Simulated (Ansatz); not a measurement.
**Response to strain in Zr**

Consider Zr in the hcp (Mg type) structure (space group P6_3/mmc, No. 194; a = 3.182 Å, c = 5.124 Å; relaxed with 0.1 eV smearing). Axes: x lies along a and z along c of the hexagonal cell.

Strains are applied to the cell and any free atomic positions relax.

Calculations: Ansatz (an electronic-structure program) PBEsol, scalar-relativistic without spin-orbit coupling.

Candidates:
(a) isotropic strain +2.23 %
(b) uniaxial strain ε_xx = +2.66 %
(c) tensor shear ε_xz = +0.14 %

Notes on the quantities. energy relative to the base: free energy F.

Question: Order them by energy relative to the base, highest first.

Answer: (a) isotropic strain +2.23 % (+29 meV/atom), (b) uniaxial strain ε_xx = +2.66 % (+6.5 meV/atom), (c) tensor shear ε_xz = +0.14 % (0.0 meV/atom)

Whether these cells are dynamically stable was not tested. The final runs are not spin-polarised.
